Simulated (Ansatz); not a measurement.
Start from Ag in the fcc (Cu type) structure (space group Fm-3m, No. 225; a = 4.148 Å; relaxed with 0.1 eV smearing). Axes: x, y, z lie along the cube axes.

Computed with PBE (Ansatz, a first-principles code; PAW; 420 eV plane waves; no spin-orbit coupling).

Perturbation: the cell is scaled by 0.9800 in all directions; the atoms relax in the strained cell.

Question: Predict the stress tensor and what it implies for the stiffness.

Answer: Stress of the strained cell less that of the base (GPa, compression positive):
```
    6.6     0.0     0.0
    0.0     6.6     0.0
    0.0     0.0     6.6
```

Then B = −ΔP/(ΔV/V₀) with ΔV/V₀ = -0.0588 gives secant stiffness values (nonlinear terms included at this strain): B ≈ 112 GPa.

As a check, the harmonic strain energy −½ V₀ Δσ:ε is 22 meV/atom; the computed energy rise is 20 meV/atom.

Stability against distortions was not tested.
